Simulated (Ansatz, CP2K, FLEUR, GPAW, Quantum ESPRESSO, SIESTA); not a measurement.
## One structure in several programs: SrC2 (R-3m, 3 atoms in the cell)

Self-consistent single point.

```yaml
crystal:
  lattice:
    - [2.51733, 1.45338, 2.30666]
    - [-2.51733, 1.45338, 2.30666]
    - [0.00000, -2.90676, 2.30666]
  atoms:
    - { symbol: Sr, position: [0.00000, 0.00000, 0.00000] }
    - { symbol: C, position: [0.59155, 0.59155, 0.59155] }
    - { symbol: C, position: [0.40845, 0.40845, 0.40845] }
```

Shared settings, as Ansatz (a quantum-chemistry and plane-wave program) writes them: kpoints.mp_grid.grid = 9 9 9; scf.occupations.method = fixed. Potentials and cutoffs stand in the table.

```json
[
 {"code": "FLEUR", "model": "PBEsol, all-electron FLAPW (FLEUR), scalar-relativistic valence", "pressure (GPa)": "–", "largest force (eV/Å)": "0.170", "gap on the mesh (eV)": "1.680", "cutoff": "Kmax 4.8 1/bohr"},
 {"code": "Ansatz", "model": "PBEsol, PAW files made with PBE", "pressure (GPa)": "-3.12", "largest force (eV/Å)": "0.069", "gap on the mesh (eV)": "1.700", "cutoff": "420 eV"},
 {"code": "Quantum ESPRESSO", "model": "PBEsol, SSSP 1.1.2 efficiency (PBE) pseudopotentials", "pressure (GPa)": "-2.83", "largest force (eV/Å)": "0.035", "gap on the mesh (eV)": "1.692", "cutoff": "45 Ry"},
 {"code": "CP2K", "model": "PBEsol, GPW, DZVP-MOLOPT-SR-GTH basis, GTH-PBE potentials (GTH_POTENTIALS)", "pressure (GPa)": "-2.84", "largest force (eV/Å)": "0.490", "gap on the mesh (eV)": "1.297", "cutoff": "grid 500 Ry"},
 {"code": "SIESTA", "model": "GGA PBEsol, numerical atomic orbitals TZP, PseudoDojo PBEsol standard norm-conserving potentials (rewritten from UPF to PSML)", "pressure (GPa)": "2.31", "largest force (eV/Å)": "2.033", "gap on the mesh (eV)": "2.736", "cutoff": "grid 400 Ry"},
 {"code": "GPAW", "model": "PBEsol, GPAW PAW datasets PBEsol (made by gpaw-setup)", "pressure (GPa)": "–", "largest force (eV/Å)": "0.017", "gap on the mesh (eV)": "1.722", "cutoff": "950 eV"}
]
```

A dash marks a value that a program does not give, or that is left out as unsure.

Gaps are read on the mesh.

The spread over the programs that give each value: pressure within 5.43 GPa; largest force within 2.016 eV/Å; gap on the mesh within 1.439 eV.

CP2K and SIESTA use small atom-centred bases, whose incompleteness enters pressures, forces and empty levels differently from a plane-wave cutoff. FLEUR treats all electrons, but the usual bases taken here (sphere radii, linearisation, local orbitals, empty states) were not tested for convergence, so the values are no reference for the others. Ansatz's pressure is given at a fixed set of plane waves, as the other plane-wave codes print theirs; with its correction for the finite basis it is -2.99 GPa. The pressure of GPAW is left out: its cutoff lies under the one at which its stress was checked. In the pressure, SIESTA (by 5.28) lies more than 1 GPa from the median of the plane-wave programs. In the gap, CP2K (by 0.404) and SIESTA (by 1.035) lie more than 0.12 eV from the median of the plane-wave programs. In the force vectors, FLEUR (by 0.187), CP2K (by 0.507) and SIESTA (by 2.049) lie more than 0.08 eV/Å from the median of the plane-wave programs.

The starting cell comes from a database of computed structures (which also holds hypothetical and non-ambient phases and stackings), without a prior relaxation at this level.

Keys are those of Ansatz 0.2.
